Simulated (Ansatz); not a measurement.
## A computed series for Sn: pressure series

The reference is Sn in the diamond structure (space group Fd-3m, No. 227; a = 6.6554 Å).

Cell and atoms are relaxed at each pressure.

Level of theory: PBE (Ansatz, a program for electronic structure, PAW, scalar-relativistic without spin-orbit coupling).

Problem. Only one of these has a band gap. Which?
(A) pressure 3 GPa
(B) pressure −1 GPa
(C) pressure 15 GPa
(D) pressure 100 GPa

Solution. C, pressure 15 GPa. Computed: pressure 15 GPa: 0.26 eV; pressure 100 GPa: zero; pressure 3 GPa: zero; pressure −1 GPa: zero

Load acts through the strain it causes; cell and atoms are relaxed under it. Stability against distortions was not tested. Tetrahedral semiconductors of this kind turn to denser phases somewhere between about 1 and 50 GPa; those were not computed, so compressed cells here can lie past the real transition. The zero or small gap of Sn can change with the level of theory.
